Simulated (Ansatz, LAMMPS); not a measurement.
## CsCl-type FeAl, bulk modulus B0

Reference value: 152 GPa (measured, room temperature, not corrected to a static lattice; as tabulated in Yamada et al. (2019), arXiv:1910.09660).

```json
[
 {"level (code)": "Finnis–Sinclair EAM AlFe_mm.eam.fs (LAMMPS)", "value (GPa)": "201", "cell (Å³/atom)": "11.59"},
 {"level (code)": "MEAM AlSiMgCuFe.meam (LAMMPS)", "value (GPa)": "145", "cell (Å³/atom)": "12.88"},
 {"level (code)": "MEAM MoCoNiVFeAlCr_2nn.meam (LAMMPS)", "value (GPa)": "125", "cell (Å³/atom)": "12.44"},
 {"level (code)": "LDA (Ansatz)", "value (GPa)": "___", "cell (Å³/atom)": "11.11"},
 {"level (code)": "PBE (Ansatz)", "value (GPa)": "___", "cell (Å³/atom)": "11.81"},
 {"level (code)": "PBEsol (Ansatz)", "value (GPa)": "194", "cell (Å³/atom)": "11.46"},
 {"level (code)": "r²SCAN (Ansatz)", "value (GPa)": "___", "cell (Å³/atom)": "11.49"},
 {"level (code)": "HSE06 (Ansatz)", "value (GPa)": "193", "cell (Å³/atom)": "11.44"},
 {"level (code)": "PBE0 (Ansatz)", "value (GPa)": "200", "cell (Å³/atom)": "11.42"}
]
```

Problem. What belongs in the gaps?

Solution. 
- LDA (Ansatz, a first-principles code), value (GPa): 207
- PBE (Ansatz), value (GPa): 180
- r²SCAN (Ansatz), value (GPa): 197

Differences against the reference: Finnis–Sinclair EAM AlFe_mm.eam.fs +32 %, MEAM AlSiMgCuFe.meam -4.6 %, MEAM MoCoNiVFeAlCr_2nn.meam -17.8 %, LDA +36 %, PBE +18.4 %, PBEsol +28 %, r²SCAN +30 %, HSE06 +27 %, PBE0 +32 %.

Leaving aside Finnis–Sinclair EAM AlFe_mm.eam.fs, MEAM AlSiMgCuFe.meam, MEAM MoCoNiVFeAlCr_2nn.meam, which can be fitted to such values or carry a doubt: Of these levels PBE (+18.4 %) comes nearest. LDA (+36 %) lies farthest from it. All 6 levels lie above the reference.

The reference has no zero-point or thermal correction, while the calculations are for a static lattice, so the differences are not the levels' errors alone. A static lattice is as a rule stiffer than a warm one, by over a tenth in soft solids. The crystal itself was run without spin with LDA, PBE, PBEsol, r²SCAN, HSE06, PBE0. MEAM AlSiMgCuFe.meam, MEAM MoCoNiVFeAlCr_2nn.meam: the potential file covers more elements than this solid holds. HSE06, PBE0: the run has no spin polarisation, so it can have missed a magnetic state. Each level is taken at its own relaxed cell. Cutoffs and k meshes differ between the levels. Ansatz's density-functional and Hartree–Fock values are scalar-relativistic unless marked +SOC, with PAW data made under PBE.

Empirical potentials (Finnis–Sinclair EAM AlFe_mm.eam.fs, MEAM AlSiMgCuFe.meam, MEAM MoCoNiVFeAlCr_2nn.meam) are fitted to chosen data, which need not cover the solid at hand: agreement can be built in, and what lay outside the fit can be far off.

Differences are worked out from the printed values.
